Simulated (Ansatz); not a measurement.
The reference is BeTe in the zinc blende structure (space group F-43m, No. 216; a = 5.664 Å).

The values are results of PBE in Ansatz (plane waves to 420 eV, PAW, without spin-orbit coupling), not measurements.

Base values:

| Property | Result |
|---|---|
| Volume per atom | 22.71 Å³ |
| Gap character | indirect, Γ → X |
| Smallest direct gap | 3.64 eV |

It is then changed as follows: full substitution Te → S, then cell and atoms are relaxed.

What happens to the volume per atom, gap character and smallest direct gap?

The volume per atom drops by 8.22 Å³ (22.71 Å³ → 14.49 Å³); the gap character stays indirect, Γ → X; the smallest direct gap increases by 1.97 eV, from 3.64 eV to 5.61 eV.

With Te present, leaving out spin-orbit coupling can change the band edges. Stability against distortions was not tested.

Ansatz is a program for electronic structure.
